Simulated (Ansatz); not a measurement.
**A computed series for Zr: response to strain**

Consider Zr in the hcp (Mg type) structure (space group P6_3/mmc, No. 194; a = 3.244 Å, c = 5.158 Å; relaxed with 0.1 eV smearing). Axes: x lies along a and z along c of the hexagonal cell.

Strains are applied to the cell and any free atomic positions relax; under biaxial strain the out-of-plane vector relaxes too; under stress the whole cell relaxes.

Level of theory: r2SCAN (Ansatz, an electronic-structure program), spin-orbit coupling left out.

Notes on the quantities. pressure: mean of the normal stresses, compression positive.

```json
[
 {"variant": "base", "pressure": "0.0 GPa", "shortest interatomic distance": "3.187 Å", "space group": "P6_3/mmc (No. 194)"},
 {"variant": "biaxial strain −2.47 %, plane normal [001], relaxed out of plane", "pressure": "2.8 GPa", "shortest interatomic distance": "3.164 Å", "space group": "P6_3/mmc (No. 194)"},
 {"variant": "biaxial strain −0.70 %, plane normal [001], relaxed out of plane", "pressure": "…", "shortest interatomic distance": "3.191 Å", "space group": "P6_3/mmc (No. 194)"},
 {"variant": "biaxial strain +0.90 %, plane normal [001], relaxed out of plane", "pressure": "-1.0 GPa", "shortest interatomic distance": "…", "space group": "P6_3/mmc (No. 194)"},
 {"variant": "biaxial strain +4.99 %, plane normal [001], relaxed out of plane", "pressure": "-4.9 GPa", "shortest interatomic distance": "3.171 Å", "space group": "P6_3/mmc (No. 194)"},
 {"variant": "isotropic strain −0.77 %", "pressure": "2.3 GPa", "shortest interatomic distance": "3.163 Å", "space group": "P6_3/mmc (No. 194)"},
 {"variant": "uniaxial strain ε_yy = +4.80 %", "pressure": "-4.1 GPa", "shortest interatomic distance": "3.188 Å", "space group": "Cmcm (No. 63)"},
 {"variant": "tensor shear ε_xz = −0.76 %", "pressure": "0.0 GPa", "shortest interatomic distance": "…", "space group": "C2/c (No. 15)"},
 {"variant": "tensor shear ε_yz = −1.20 %", "pressure": "0.0 GPa", "shortest interatomic distance": "3.151 Å", "space group": "C2/m (No. 12)"},
 {"variant": "uniaxial stress, 0.5 GPa compression along x", "pressure": "–", "shortest interatomic distance": "3.187 Å", "space group": "Cmcm (No. 63)"}
]
```

**Question.** Some entries are withheld; estimate them.

**Answer.** 
- biaxial strain −0.70 %, plane normal [001], relaxed out of plane, pressure: 0.8 GPa
- biaxial strain +0.90 %, plane normal [001], relaxed out of plane, shortest interatomic distance: 3.184 Å
- tensor shear ε_xz = −0.76 %, shortest interatomic distance: 3.168 Å

Stability under load was not tested beyond the relaxation. All final runs are without spin polarisation.
